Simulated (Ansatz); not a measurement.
Cost and result by functional for the adsorption energy of CO on the 1x1 (101) surface of anatase TiO2 (cut with top plane O), one in a 2x1 cell, started at the site 'bridge O-O (span 2.8 Å)', in Ansatz (plane waves, PAW). Single points on the PBE structure, on one kind of machine; costs are rough ratios of the slab run's core time (references not counted) to the cheapest single point. r2SCAN's cost holds its higher cutoff (500 against 420 eV). Differences are taken against HSE06 for comparison alone: no measured value is at hand, so the table doesn't rank accuracy. HSE06 ran on a coarser k-mesh, which lowers its cost and may carry part of its shift.

Host crystal: anatase TiO2, with a band gap (PBE, scalar-relativistic without spin-orbit coupling).

Slab: 38 atoms, 9.4 Å thick at the start under the adsorbate (thin: gaps and levels are the slab's own); k 3x4x1, smearing 0.01 eV, dipole-corrected; 14 atoms held, the rest relaxed; no symmetry held; no spin, no spin-orbit, no U, no dispersion correction. At the end it is bonded to Ti. In PBE it is, or lies within 0.03 eV of, the lowest of the starts that converged. These notes are the PBE run's. Adsorption energies are against CO(g). A negative adsorption energy means that the adsorbate is more stable on the surface than in its reference.

| functional | relative cost | adsorption energy (eV) | less HSE06 (eV) |
|---|---|---|---|
| RPBE | 1 | -0.06 | 0.20 |
| r2SCAN | 2 | -0.35 | -0.09 |
| HSE06 | 30 | -0.26 | 0.00 |
| PBE (the relaxed run's value) | – | -0.24 | 0.02 |

The values span 0.29 eV, while the single points' costs differ by a factor of roughly 30. Differences are of unrounded values.

Ansatz is a program for electronic structure.
